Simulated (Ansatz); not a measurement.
KF: isotropic strain +1.00 %

Take KF in the rock salt structure (space group Fm-3m, No. 225; a = 5.4207 Å) as the base.

The change: an isotropic linear strain of +1.00 %, atoms relaxed at fixed cell.

The values are results of DFT with PBE, PAW potentials and a 420 eV plane-wave cutoff in Ansatz (a quantum-chemistry and plane-wave program), scalar-relativistic without spin-orbit coupling, not measurements. k-mesh 11×11×11 (Γ-centred); smearing 0.05 eV (Fermi–Dirac).

```json
[
 {"quantity": "volume per atom", "base": "19.91 Å³", "changed": "20.51 Å³", "shift": "+0.60 Å³"},
 {"quantity": "space group", "base": "Fm-3m (No. 225)", "changed": "Fm-3m (No. 225)", "shift": "–"},
 {"quantity": "shortest interatomic distance", "base": "2.710 Å", "changed": "2.737 Å", "shift": "+0.027 Å"},
 {"quantity": "energy relative to the base (free energy F)", "base": "0 meV/atom", "changed": "+1.6 meV/atom", "shift": "+1.6 meV/atom"},
 {"quantity": "pressure", "base": "0.00 GPa", "changed": "-0.80 GPa", "shift": "-0.805 GPa"},
 {"quantity": "band gap", "base": "5.96 eV", "changed": "5.81 eV", "shift": "-0.15 eV"},
 {"quantity": "gap character", "base": "direct at Γ", "changed": "direct at Γ", "shift": "–"},
 {"quantity": "mean gap deformation potential ΔEg/Δln V", "base": "–", "changed": "-4.9 eV", "shift": "–"},
 {"quantity": "width of the top valence band", "base": "0.31 eV", "changed": "0.29 eV", "shift": "-0.02 eV"},
 {"quantity": "electron mass", "base": "0.55 mₑ (at Γ)", "changed": "0.55 mₑ (at Γ)", "shift": "–"}
]
```

Final structure:

```xyz
2
Lattice="0.0000 2.7375 2.7375 2.7375 0.0000 2.7375 2.7375 2.7375 0.0000" Properties=species:S:1:pos:R:3 pbc="T T T"
K      0.0000     0.0000     0.0000
F      2.7375     2.7375     2.7375
```

Effective masses come from finite differences of ±0.01 Å⁻¹. No phonon test of stability was made.
